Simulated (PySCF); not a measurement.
PySCF 2.14.0, PBE0/def2-svp: trifluoroacetic acid (O=C(O)C(F)(F)F), 8 atoms. The geometry is a generated start, not checked to be a minimum at this level.

- task = energy
- method = pbe0
- basis = def2-svp
- mol.max_memory = 7000 MB
- mf.init_guess = minao (default)
- mf.DIIS = CDIIS (default)
- mf.diis_space = 8 (default)
- mf.conv_tol = 1e-09 (default)
- mf.grids.level = 3 (default)
- basis functions (reference run) = 103
- grid points (reference run) = 109000

```xyz
8

O      1.2467    -0.7777     0.3480
C      0.6031     0.2994    -0.0512
O      1.0785     1.3484    -0.3539
C     -0.9311     0.0128    -0.0755
F     -1.3696    -0.3506     1.1336
F     -1.6197     1.0843    -0.4543
F     -1.2179    -0.9803    -0.9229
H      2.2100    -0.6362     0.3762
```

The reference run uses exact four-centre integrals. Single runs; times are not shown.

Measured:

| setting | energy against the reference |
|---|---|
| COSX exchange (sgx_fit, pjs) with fitted J, mf.with_df.grids_level_i = 1, mf.with_df.grids_level_f = 4 | −0.47 meV/atom |
| COSX exchange (sgx_fit, pjs) with fitted J, mf.with_df.grids_level_i = 1, mf.with_df.grids_level_f = 3 | −0.47 meV/atom |
| COSX exchange (sgx_fit, pjs) with fitted J, mf.with_df.grids_level_i = 1, mf.with_df.grids_level_f = 2 (default) | −0.47 meV/atom |

### Question
How far does the result lie from the reference with COSX exchange (sgx_fit, pjs) with fitted J, mf.with_df.grids_level_i = 1, mf.with_df.grids_level_f = 1?

### Answer
energy against the reference: −0.79 meV/atom. Total energies are compared; such shifts often cancel in part in energy differences. sgx_fit (COSX, pjs=True) fits J as well, so its difference is the sum of the grid's shift in exchange and the fit's in Coulomb.
